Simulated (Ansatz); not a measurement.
End structure of Br on the 1x1 (0001) surface of hcp Ti, one in a 1x1 cell, started at the site 'hollow Ti-Ti-Ti over Ti at depth 2.2 Å':

```xyz
5
Lattice="2.9386 0.0000 0.0000 -1.4693 2.5449 0.0000 0.0000 0.0000 26.0000" Properties=species:S:1:pos:R:3 pbc="T T T"
Ti     1.4693     0.8483     9.6168
Ti     0.0000     1.6966    11.7793
Ti     1.4693     0.8483    14.1890
Ti     0.0000     1.6966    16.4598
Br     1.4693     0.8483    18.3559
```

Model: 5-atom slab, 6.8 Å thick at the start under the adsorbate (thin: gaps and levels are the slab's own), 12x12x1 mesh, Fermi-Dirac 0.1 eV, dipole correction, 2 atoms held, the rest relaxed; held to the start's symmetry, so lower structures may exist; no spin, no spin-orbit, no U, no dispersion correction. At the end it is bonded to 3 Ti. In PBE this state lies 0.06 eV over the lowest of the starts that converged ('bridge Ti-Ti (span 2.9 Å)').

A negative adsorption energy means that the adsorbate is more stable on the surface than in its reference.

What is the computed change of the step from the bottom to the top vacuum level, against the clean slab (PBE run with Ansatz, a quantum-chemistry and plane-wave program)?

-0.76 eV

Give the work function of the top face at the level PBE.

3.61 eV

Predict the change of the work function from PBE.

-0.78 eV

Predict the adsorption energy against ½ Br2(g) from PBE.

-1.71 eV
